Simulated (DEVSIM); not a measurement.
Device: InP/In0.53Ga0.47As p-n heterojunction, at 300 K.

```tsv
layer (left to right)	material	thickness (μm)	Nd (cm⁻³)	Na (cm⁻³)	τn (s)	τp (s)
1	InP	0.720	-	3.9e15	6.2e-10	6.2e-10
2	In0.53Ga0.47As	0.230	2.9e16	-	6.2e-10	6.2e-10
```

Left contact: ohmic. Right contact: ohmic. Voltage is applied to the left contact. Recombination: SRH at mid-gap, Auger. Mobility is μmin + (μ − μmin)/(1 + (N/Nref)^α).

The device is made up for the run: typed textbook-type constants, with dimensions and the other settings drawn at random. Values at 300 K.

```tsv
parameter	InP	In0.53Ga0.47As
gap (eV)	1.344	0.74
affinity (eV)	4.38	4.51
permittivity	12.5	13.9
Nc (cm⁻³)	5.7e17	2.1e17
Nv (cm⁻³)	1.1e19	7.7e18
μn (cm²/Vs)	5200	12000
μp (cm²/Vs)	170	300
μn,min	400	300
μp,min	10	10
Nref,n	3e17	1.3e17
Nref,p	4.9e17	4.9e17
αn	0.47	0.48
αp	0.62	0.4
Cn (cm⁶/s)	9e-31	5e-29
Cp (cm⁶/s)	9e-31	5e-29
```

Simulated with DEVSIM: 1D drift-diffusion, Boltzmann statistics, complete ionisation; no tunnelling, impact ionisation, image-force lowering or self-heating. Band offsets follow the typed affinities; no thermionic-emission limit at abrupt steps, no polarisation charge.

Task: Tabulate band edges, carrier densities and field at 0.7 V on the left contact.

Result: Energies count from the Fermi level of the right contact; mesh points crowd at the junctions.

| x (μm) | Ec (eV) | Ev (eV) | n (cm⁻³) | p (cm⁻³) | field (V/cm) |
|---|---|---|---|---|---|
| 0.000 | 0.439 | -0.905 | < 1e2 | 3.9e15 | ≈ 0 |
| 0.004784 | 0.439 | -0.905 | 2.5e8 | 3.9e15 | ≈ 0 |
| 0.01351 | 0.439 | -0.905 | 7.1e8 | 3.9e15 | ≈ 0 |
| 0.03158 | 0.439 | -0.905 | 1.7e9 | 3.9e15 | ≈ 0 |
| 0.08352 | 0.439 | -0.905 | 4.4e9 | 3.9e15 | ≈ 0 |
| 0.1635 | 0.438 | -0.906 | 8.6e9 | 3.9e15 | -27 |
| 0.3289 | 0.436 | -0.908 | 1.9e10 | 3.6e15 | -340 |
| 0.5551 | 0.389 | -0.955 | 1.6e11 | 5.8e14 | -5600 |
| 0.6357 | 0.328 | -1.016 | 1.8e12 | 5.2e13 | -9800 |
| 0.6799 | 0.279 | -1.065 | 1.2e13 | 6.8e12 | -12000 |
| 0.7013 | 0.251 | -1.093 | 3.4e13 | 1.7e12 | -14000 |
| 0.7151 | 0.232 | -1.112 | 7.2e13 | 2.9e11 | -14000 |
| 0.7200 | 0.225 | -1.119 | 9.4e13 | 1.0e8 | -14000 |
| 0.7240 | 0.090 | -0.650 | 6.4e15 | 2.9e13 | -12000 |
| 0.7363 | 0.078 | -0.662 | 1.0e16 | 1.8e13 | -8600 |
| 0.7564 | 0.064 | -0.676 | 1.7e16 | 1.0e13 | -4700 |
| 0.7924 | 0.055 | -0.685 | 2.5e16 | 5.9e12 | -1300 |
| 0.8563 | 0.051 | -0.689 | 2.9e16 | 3.1e12 | -120 |
| 0.9132 | 0.051 | -0.689 | 2.9e16 | 1.2e12 | -14 |
| 0.9327 | 0.051 | -0.689 | 2.9e16 | 5.7e11 | ≈ 0 |
| 0.9435 | 0.051 | -0.689 | 2.9e16 | 2.1e11 | ≈ 0 |
| 0.9500 | 0.051 | -0.689 | 2.9e16 | 2.1e7 | ≈ 0 |
